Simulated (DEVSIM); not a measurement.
System: abrupt Si p-n junction, at 300 K.

```csv
layer (left to right),material,thickness (μm),Nd (cm⁻³),Na (cm⁻³),τn (s),τp (s)
1,Si,15.0,-,8.7e17,3.6e-6,3.6e-5
2,Si,5.00,2.3e16,-,3.6e-5,3.6e-5
```

Left contact: ohmic. Right contact: ohmic. Voltage is applied to the left contact. Recombination: SRH at mid-gap. Gap narrowing is on: ΔEg = 6.92 meV × (l + √(l² + 0.5)), l = ln(N/1.3e17 cm⁻³), shared equally by both band edges. Mobility is constant in doping.

The device is made up for the run: typed textbook-type constants, with dimensions and the other settings drawn at random. Values at 300 K.

| parameter | Si |
|---|---|
| gap (eV) | 1.124 |
| affinity (eV) | 4.05 |
| permittivity | 11.7 |
| Nc (cm⁻³) | 2.86e19 |
| Nv (cm⁻³) | 3.1e19 |
| μn (cm²/Vs) | 1417 |
| μp (cm²/Vs) | 470 |

Simulated with DEVSIM: 1D drift-diffusion, Boltzmann statistics, complete ionisation; no tunnelling, impact ionisation, image-force lowering or self-heating.

Tabulate band edges, carrier densities and field at 0.9 V on the left contact.

Energies count from the Fermi level of the right contact; mesh points crowd at the junctions.

| x (μm) | Ec (eV) | Ev (eV) | n (cm⁻³) | p (cm⁻³) | field (V/cm) |
|---|---|---|---|---|---|
| 0.000 | 0.104 | -0.992 | 380 | 8.7e17 | 22 |
| 0.03486 | 0.105 | -0.992 | 3.5e14 | 8.7e17 | 22 |
| 0.1262 | 0.105 | -0.992 | 1.2e15 | 8.7e17 | 22 |
| 0.3437 | 0.105 | -0.992 | 3.4e15 | 8.7e17 | 22 |
| 1.222 | 0.107 | -0.990 | 1.2e16 | 8.8e17 | 21 |
| 3.027 | 0.111 | -0.986 | 2.7e16 | 9.0e17 | 21 |
| 7.500 | 0.120 | -0.977 | 5.6e16 | 9.3e17 | 20 |
| 12.71 | 0.130 | -0.967 | 8.2e16 | 9.5e17 | 19 |
| 14.12 | 0.132 | -0.964 | 8.7e16 | 9.6e17 | 18 |
| 14.65 | 0.133 | -0.963 | 8.9e16 | 9.6e17 | 18 |
| 14.87 | 0.134 | -0.963 | 9.0e16 | 9.6e17 | 18 |
| 14.98 | 0.134 | -0.963 | 9.0e16 | 9.6e17 | -190 |
| 15.01 | 0.121 | -1.002 | 1.5e17 | 2.1e17 | -8900 |
| 15.05 | 0.115 | -1.008 | 1.9e17 | 1.6e17 | 43 |
| 15.24 | 0.116 | -1.007 | 1.8e17 | 1.6e17 | 56 |
| 15.62 | 0.118 | -1.005 | 1.7e17 | 1.5e17 | 60 |
| 16.53 | 0.124 | -0.999 | 1.4e17 | 1.2e17 | 73 |
| 18.41 | 0.142 | -0.981 | 8.5e16 | 6.2e16 | 130 |
| 19.54 | 0.164 | -0.959 | 4.5e16 | 2.2e16 | 290 |
| 19.83 | 0.174 | -0.949 | 3.2e16 | 9.3e15 | 460 |
| 19.94 | 0.180 | -0.943 | 2.6e16 | 3.4e15 | 650 |
| 20.00 | 0.184 | -0.939 | 2.3e16 | 5200 | 740 |
